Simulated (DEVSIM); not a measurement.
Device: TaN/SiO2/p-Si capacitor, at 300 K.

| layer (left to right) | material | thickness (nm) | Na (cm⁻³) |
|---|---|---|---|
| 1 | SiO2 | 1.30 | - |
| 2 | Si | 360 | 2.6e18 |

Metal gate on the left, work function 4.4 eV. Fixed charge at the semiconductor interface 0 cm⁻² (in units of +e); no interface traps.

The device is made up for the run: typed textbook-type constants, with dimensions and the other settings drawn at random. Values at 300 K.

| parameter | SiO2 | Si |
|---|---|---|
| gap (eV) | 9 | 1.124 |
| affinity (eV) | 0.9 | 4.05 |
| permittivity | 3.9 | 11.7 |
| Nc (cm⁻³) | - | 2.86e19 |
| Nv (cm⁻³) | - | 3.1e19 |

Model (solved in DEVSIM): 1D Poisson equation in equilibrium, Boltzmann statistics, complete ionisation; no quantum confinement or tunnelling. Metal contacts follow the ideal Schottky-Mott rule: no Fermi-level pinning, no interface dipoles.

Q: Tabulate band edges, carrier densities and field at 0.1 V on the gate.

A: Energies count from the Fermi level of the right contact; mesh points crowd at the junctions.

| x (μm) | Ec (eV) | Ev (eV) | n (cm⁻³) | p (cm⁻³) | field (V/cm) |
|---|---|---|---|---|---|
| 0.000 | 3.400 | -5.600 | < 1e2 | < 1e2 | 2000000 |
| 0.0004917 | 3.497 | -5.503 | < 1e2 | < 1e2 | 2000000 |
| 0.0008427 | 3.565 | -5.435 | < 1e2 | < 1e2 | 2000000 |
| 0.001340 | 0.506 | -0.618 | 9.1e10 | 1.3e9 | 650000 |
| 0.002501 | 0.579 | -0.545 | 5.4e9 | 2.1e10 | 610000 |
| 0.004058 | 0.668 | -0.456 | 1.7e8 | 6.8e11 | 540000 |
| 0.006638 | 0.795 | -0.329 | 1300000 | 9.1e13 | 440000 |
| 0.01289 | 0.991 | -0.133 | 650 | 1.8e17 | 190000 |
| 0.02128 | 1.056 | -0.068 | < 1e2 | 2.2e18 | 15000 |
| 0.03518 | 1.060 | -0.064 | < 1e2 | 2.6e18 | 68 |
| 0.05822 | 1.060 | -0.064 | < 1e2 | 2.6e18 | ≈ 0 |
| 0.1103 | 1.060 | -0.064 | < 1e2 | 2.6e18 | ≈ 0 |
| 0.1813 | 1.060 | -0.064 | < 1e2 | 2.6e18 | ≈ 0 |
| 0.2531 | 1.060 | -0.064 | < 1e2 | 2.6e18 | ≈ 0 |
| 0.3067 | 1.060 | -0.064 | < 1e2 | 2.6e18 | ≈ 0 |
| 0.3288 | 1.060 | -0.064 | < 1e2 | 2.6e18 | ≈ 0 |
| 0.3422 | 1.060 | -0.064 | < 1e2 | 2.6e18 | ≈ 0 |
| 0.3502 | 1.060 | -0.064 | < 1e2 | 2.6e18 | ≈ 0 |
| 0.3562 | 1.060 | -0.064 | < 1e2 | 2.6e18 | ≈ 0 |
| 0.3587 | 1.060 | -0.064 | < 1e2 | 2.6e18 | ≈ 0 |
| 0.3602 | 1.060 | -0.064 | < 1e2 | 2.6e18 | ≈ 0 |
| 0.3613 | 1.060 | -0.064 | < 1e2 | 2.6e18 | ≈ 0 |
